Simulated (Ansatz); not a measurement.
# Effect of isotropic strain −0.66 % on Mo

Consider Mo in the bcc (W type) structure (space group Im-3m, No. 229; a = 3.151 Å; relaxed with 0.1 eV smearing).

The change: an isotropic linear strain of −0.66 %; the atoms relax in the strained cell.

Calculations: plane-wave PAW DFT at the r2SCAN level (Ansatz, a first-principles code, 500 eV), spin-orbit coupling left out. Settings: 29×29×29 k-points, 0.1 eV Fermi–Dirac smearing.

The volume per atom drops by 0.31 Å³, from 15.64 Å³ to 15.33 Å³ and the space group remains Im-3m (No. 229). The shortest interatomic distance decreases by 0.018 Å (2.729 Å → 2.711 Å) and the energy grows by 5.3 meV/atom. The pressure goes from zero to 5.6 GPa and the band gap remains zero.

Final structure:

```xyz
1
Lattice="-1.5651 1.5651 1.5651 1.5651 -1.5651 1.5651 1.5651 1.5651 -1.5651" Properties=species:S:1:pos:R:3 pbc="T T T"
Mo     0.0000     0.0000     0.0000
```

Whether these cells are dynamically stable was not tested. The final runs are not spin-polarised.
